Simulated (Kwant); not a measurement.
Model system: In0.53Ga0.47As/In0.52Al0.48As stack with 2 barriers. One parabolic valley. Leads of mass 0.041 mₑ with the band edge at 0; grid 0.1 nm; bias swept from 0.0208 to 0.43967 V, dropping linearly over the stack. Emitter Fermi level 0.1 eV, 77 K, equal in the collector.

```
layer  thickness (nm)  band offset (eV)  mass (mₑ)
-----  --------------  ----------------  ---------
1                 1.6              0.52      0.075
2                10.2                 0      0.041
3                 1.6              0.52      0.075
```

Constants are typed, rounded textbook-type inputs, not results; the design itself was drawn at random and stands for no fabricated device.

Kwant, one-band effective-mass tight-binding model in one dimension, coherent, no space charge, current by the Tsu-Esaki formula.

Sweep values stay those of the base run.

The Fermi level in the emitter was swept, all else fixed.

| Fermi level in the emitter (eV) | bias of the first current peak (V) | first peak current (A/cm²) | J (A/cm²) at bias = 0.4397 V | peak-to-valley ratio |
|---|---|---|---|---|
| 0.05 | 0.0732 | 65400 | 33000 | 18 |
| 0.075 | 0.0470 | 113000 | 67700 | 10 |
| 0.1 | 0.0732 | 133000 | 114000 | 4.7 |
| 0.15 | 0.0732 | … | … | … |

### Question
Complete the blanks.

### Answer

- 0.15, first peak current (A/cm²): 221000
- 0.15, J (A/cm²) at bias = 0.4397 V: 248000
- 0.15, peak-to-valley ratio: 1.0
